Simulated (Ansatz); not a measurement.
beta tin (0 0 1) on rock-salt PbS (0 0 1) (film strained to the substrate, started from cuts of the bulks and a machine-learned relaxation; slabs Pb12S12 and Sn12, which can lie off the formulas)

A periodic stack without vacuum, beta tin (0 0 1) on rock-salt PbS (0 0 1) (film strained to the substrate, started from cuts of the bulks and a machine-learned relaxation; slabs Pb12S12 and Sn12, which can lie off the formulas): substrate slab Pb12S12, film Sn12, surface cells [[0, -1], [2, 1]] and [[0, 1], [-1, 0]], film strained by +1.2 and +1.2 %, outermost planes PbS/PbS and Sn/Sn as cut, which need not be the usual terminations and can put a slab off its formula.

The start was prepared with a machine-learned potential, and the result is one local minimum, with the in-plane cell held and forces under 0.04 eV/Å; the film can end far from its bulk form.

The numbers are results of PBE (plane waves to 420 eV, PAW; Ansatz, a first-principles code), not measurements. Spin–orbit coupling is left out; the runs are not spin-polarised. Its k-point mesh 5×5×1, Fermi–Dirac width 0.05 eV.

```
Item                                                                                       Result
--------------------------------------------------------------------------------  ---------------
interface area                                                                            36.1 Å²
period                                                                                    28.31 Å
heights between the nearest atoms of the two slabs at the two interfaces          2.65 and 2.64 Å
Pb–Sn contacts across the interfaces within 1.22 times the sum of covalent radii   2, mean 3.39 Å
S–Sn contacts across the interfaces within 1.22 times the sum of covalent radii    2, mean 2.71 Å
```

```
PbSnS
1.0
    6.00812     0.00160    -0.06717
    0.00108     6.00364     0.24168
    0.43122     1.90425    28.40923
Pb S Sn
12 12 12
Direct
  0.00455   0.02137   0.13951
  0.50482   0.51724   0.14613
  0.50826   0.07004   0.03782
  0.00828   0.56493   0.03673
  0.99763   0.91625   0.35461
  0.49802   0.41467   0.35756
  0.50113   0.96598   0.25205
  0.00144   0.46755   0.24901
  0.99621   0.81251   0.56827
  0.49205   0.31108   0.56907
  0.49458   0.86096   0.46693
  0.99463   0.36484   0.46014
  0.50325   0.02101   0.13901
  0.00257   0.51911   0.14349
  0.00418   0.07853   0.03992
  0.50270   0.57162   0.03902
  0.49837   0.91503   0.35316
  0.99767   0.41360   0.35695
  0.00099   0.96793   0.25354
  0.50112   0.46904   0.24986
  0.48775   0.81093   0.56609
  0.99189   0.31091   0.56719
  0.99385   0.86254   0.46736
  0.49588   0.36518   0.46298
  0.99000   0.27118   0.66282
  0.49026   0.25251   0.68900
  0.48522   0.73568   0.72276
  0.98493   0.75691   0.69412
  0.99315   0.20544   0.77735
  0.49289   0.18993   0.80036
  0.48754   0.67509   0.82891
  0.98708   0.69025   0.80613
  0.99180   0.14308   0.88350
  0.49197   0.13047   0.91226
  0.50482   0.61550   0.94331
  0.00430   0.62687   0.91704
```
